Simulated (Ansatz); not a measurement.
Consider Be$_{3}$N$_{2}$ (space group R3m, No. 160; a cell from a computed database, its experimental status unchecked).

```xyz
5
Lattice="1.4175 0.8184 4.8524 -1.4175 0.8184 4.8524 0.0000 -1.6368 4.8524" Properties=species:S:1:pos:R:3 pbc="T T T"
Be     0.0000     0.0000     2.0538
Be     0.0000     0.0000     9.9332
Be     0.0000     0.0000    13.2632
N      0.0000     0.0000    11.5849
N      0.0000     0.0000     4.2440
```

Cartesian axes are those of the cell as printed.

It is then changed as follows: compressive biaxial strain of 3.01 % in the plane normal to [001], as in epitaxy on a mismatched substrate; the out-of-plane cell vector and the atoms relax.

Levels (all Ansatz, a quantum-chemistry and plane-wave program, PAW): PBEsol (420 eV, no spin-orbit coupling); r2SCAN (500 eV, scalar-relativistic without spin-orbit coupling); HSE06 (420 eV, spin-orbit coupling left out).

One geometry, relaxed with PBEsol, under each level:

```tsv
level	band gap	lowest conduction level above the VBM at special points	pressure
PBEsol	2.52 eV	F 2.52 eV; H₀ 4.76 eV; H₂ 4.76 eV; S₀ 4.83 eV	13.14 GPa
r2SCAN	___	___	___
HSE06	3.91 eV	F 3.91 eV; H₀ 6.29 eV; H₂ 6.29 eV; Γ 7.63 eV	–
```

Task: Give the withheld r2SCAN results.

Result: 
- r2SCAN, band gap: 3.29 eV
- r2SCAN, lowest conduction level above the VBM at special points: F 3.29 eV; H₀ 5.59 eV; H₂ 5.59 eV; S₀ 5.66 eV
- r2SCAN, pressure: 13.86 GPa

Single points use the geometry relaxed with PBEsol. Their cutoffs differ, which shifts pressures a little. HSE06 gaps are upper bounds (no full band path). No phonon test of stability was made.
